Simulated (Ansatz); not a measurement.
## CdI2: stress against strain

CdI2 (1T layered, P-3m1, 32.611 Å³/atom at rest, c along z) under a strain ε along c (axis z), the other axes held. PBEsol-D3(BJ) in Ansatz, a plane-wave DFT program (PAW, default set), 420 eV, 9×9×5 Γ-centred mesh, Fermi-Dirac smearing 0.05 eV; ions are relaxed within the symmetry of each cell. Stress is positive for a compressed cell.

Here s stands for strain and y for stress zz.

| strain (%) | stress zz (GPa) |
|---|---|
| -3.00 | ? |
| -1.50 | 0.54 |
| -1.00 | 0.35 |
| -0.50 | 0.17 |
| 0.00 | 0.00 |
| 0.50 | -0.16 |
| 1.00 | -0.32 |
| 1.50 | -0.46 |

Task: Using a straight line, estimate the missing y at s = -3.00 from the other rows, showing the fit.

Result: Means: s 0, y 0.017. About the means, the sum of products is -2.3350 and the sum of squares of s is 7.0000; the slope is their ratio. Least squares gives y = 0.017 - 0.3336·s. Residuals (row less fit): 0.023, -0.001, -0.014, -0.017, -0.010, -0.003, 0.023; standard error 0.018 (degrees of freedom: 5). The slope gives the elastic constant C33 = 33 ± 0.7 GPa. At the withheld row, y = 0.017 - 0.3336 × (-3.0) = 1.018 GPa. The calculation gives 1.21 GPa, 0.192 GPa above the prediction (11.5 % of the range of y in the table). The row lies outside the fitted rows, so this is an extrapolation. From the scatter of the fitted rows alone, a prediction at this place has a standard error of 0.028 GPa, so the miss is 6.9 times that.

One order more, fitted to all 13 runs of the series, follows each within 0.01, so the miss is the next term of a smooth law. Rows are the converged runs of the series near zero and its far end; series whose fitted rows scatter by over a few per cent of the range, as at a crossing or softening among them, aren't shown in this form. Most that stay on the fit to the last digits aren't either.
